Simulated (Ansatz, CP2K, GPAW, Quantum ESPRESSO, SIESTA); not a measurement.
**Code comparison for TiAlPt (P6_3/mmc, 6 atoms in the cell)**

Self-consistent single point.

```xyz
6
Lattice="4.4169 0.0000 0.0000 -2.2084 3.8251 0.0000 0.0000 0.0000 5.4077" Properties=species:S:1:pos:R:3 pbc="T T T"
Ti     0.0000     0.0000     0.0000
Ti     0.0000     0.0000     2.7039
Al     0.0000     2.5501     1.3519
Al     2.2084     1.2750     4.0558
Pt     2.2084     1.2750     1.3519
Pt     0.0000     2.5501     4.0558
```

Shared settings, as Ansatz (an electronic-structure program) writes them: kpoints.mp_grid.grid = 6 6 4; scf.occupations.method = fermi_dirac; scf.occupations.width = 0.05 eV. Potentials and cutoffs stand in the table.

```tsv
code	model	pressure (GPa)	cutoff
Ansatz	LDA (PW92), PAW files made with PBE	-7.07	420 eV
CP2K	LDA (Pade form), GPW, DZVP-MOLOPT-SR-GTH basis, GTH-PADE potentials (GTH_POTENTIALS)	-24.44	grid 600 Ry
SIESTA	LDA PW92, numerical atomic orbitals TZP, PseudoDojo LDA standard norm-conserving potentials (rewritten from UPF to PSML)	-8.75	grid 300 Ry
Quantum ESPRESSO	LDA (PZ), GBRV 1.5 ultrasoft (LDA) pseudopotentials	-7.13	50 Ry
GPAW	LDA (Perdew-Wang 92), GPAW PAW datasets LDA (gpaw-data 1.0.1)	-6.54	800 eV
```

On Ansatz's run: spin-orbit coupling is off. Spin polarisation is off.

The spread over the programs that give each value: pressure within 17.90 GPa.

CP2K and SIESTA use small atom-centred bases, whose incompleteness enters pressures, forces and empty levels differently from a plane-wave cutoff. Ansatz's pressure is given at a fixed set of plane waves, as the other plane-wave codes print theirs; with its correction for the finite basis it is -7.03 GPa. The same LDA comes in different parametrisations, which differ slightly. In the pressure, CP2K (by 17.37) and SIESTA (by 1.69) lie more than 1 GPa from the median of the plane-wave programs.

The starting cell comes from a database of computed structures (which also holds hypothetical and non-ambient phases and stackings), without a prior relaxation at this level.

Left out of this page: Elk and FLEUR (not drawn, or without a comparable value).

Keys are those of Ansatz 0.2.
